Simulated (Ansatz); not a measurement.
Reference: InP (F-43m), r2SCAN with spin-orbit coupling, rigid bands (plane waves, PAW; Ansatz, a program for electronic structure); axes and stresses refer to this cell.

```yaml
crystal:
  lattice:
    - [0.00000, 2.93899, 2.93899]
    - [2.93899, 0.00000, 2.93899]
    - [2.93899, 2.93899, 0.00000]
  atoms:
    - { symbol: In, position: [0.00000, 0.00000, 0.00000] }
    - { symbol: P, position: [0.25000, 0.25000, 0.25000] }
```

The Seebeck coefficient, p-type 1e19 cm⁻³ is 320 μV/K, the electron conductivity mass comes out as 0.089 mₑ and the band gap is 1.09 eV.

After one change the values are Seebeck coefficient, p-type 1e19 cm⁻³ 231 μV/K; electron conductivity mass 0.077 mₑ; band gap 0.59 eV. Which change was made?
(A) uniaxial stress along [001] of -5 GPa (compression positive)
(B) uniaxial stress along [110] of -7 GPa (compression positive)
(C) biaxial stress in (001) of -3 GPa (compression positive)
(D) biaxial stress in (001) of -2 GPa (compression positive)

B, uniaxial stress along [110] of -7 GPa (compression positive)

Masses are for dilute carriers at 300 K, harmonic means over directions unless an axis is named. Seebeck coefficients are for the stated density at 300 K, with one relaxation time for all states and whether or not that doping can be reached. Stresses and pressures are the targets of the relaxation.  The structure type is held under load, also where the real crystal would transform.
